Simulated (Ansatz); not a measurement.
We consider rock-salt NaH, described by PBE0 in Ansatz (plane waves, PAW).

Settings: plane-wave cutoff 460 eV, 10×10×10 k mesh, Fermi–Dirac smearing 0.01 eV, scalar-relativistic PAW data made under PBE.

Response to compression and expansion:

```csv
V (Å³/atom),P (GPa),direct gap at Γ (eV),smallest gap on the k mesh (eV)
13.186,1.36,17.614,5.685
13.533,0.64,17.277,5.630
13.823,0.10,17.006,5.585
14.227,-0.57,16.644,5.526
14.574,-1.08,16.346,5.476
```

The fundamental gap (5.56 eV at the equilibrium volume, with added k points) lies elsewhere than Γ–Γ.

Ansatz is a first-principles code.
